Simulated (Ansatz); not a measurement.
The reference is LaBr$_{3}$ in the ReO3 type structure (space group Pm-3m, No. 221; a = 5.8029 Å; a hypothetical phase, not in the database extracts checked). Axes: x, y, z lie along the cube axes.

Computed with PBEsol/PAW in Ansatz (a first-principles code), no spin-orbit coupling.

Strains are applied to the cell and any free atomic positions relax; under biaxial strain the out-of-plane vector relaxes too.

One change was made to it. Results:

The energy grows by 2.5 meV/atom; the band gap decreases by 0.033 eV (3.52 eV → 3.48 eV); the smallest direct gap grows by 0.044 eV to 3.64 eV.

Question: Name the change that was made.
A) isotropic strain −4.05 %
B) uniaxial strain ε_xx = −1.44 %
C) biaxial strain −0.90 %, plane normal [111], relaxed out of plane

Answer: B, uniaxial strain ε_xx = −1.44 %. For comparison, the energy relative to the base in the other runs: biaxial strain −0.90 %, plane normal [111], relaxed out of plane gives +0.4 meV/atom; isotropic strain −4.05 % gives +72 meV/atom.

No phonon test of stability was made.
